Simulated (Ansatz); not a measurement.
Seebeck coefficient (μV/K, mean over directions) of p-type monolayer P against carrier density, Ansatz (a quantum-chemistry and plane-wave program) with HSE06, rigid bands. Computed gap 1.58 eV; densities at which minority carriers matter at this gap, or further valleys turn the trend, are left out. Conductivity mass 0.32 mₑ (harmonic mean over directions), N_v = 1.0e13 cm⁻² at 300 K.

```tsv
hole density	300 K	500 K
1.8e9 cm⁻²	910	946
1.8e10 cm⁻²	712	748
1.8e11 cm⁻²	513	550
5.4e11 cm⁻²	418	455
1.8e12 cm⁻²	[?]	351
5.4e12 cm⁻²	217	[?]
1.8e13 cm⁻²	112	149
5.4e13 cm⁻²	38	62
1.8e14 cm⁻²	[?]	37
```

Q: Some entries are withheld; supply them.

A: 
- 1.8e12 cm⁻², 300 K: 314
- 5.4e12 cm⁻², 500 K: 255
- 1.8e14 cm⁻², 300 K: 24

Rigid bands with a gap fixed in temperature, one relaxation time for all states, no polarons or phonon drag, and whether or not such doping can be reached. Spin-orbit coupling is left out; where it splits the top of the valence band, N_v and the p-type Seebeck coefficient come out somewhat high without it. Geometry: cell and atoms relaxed with PBE.
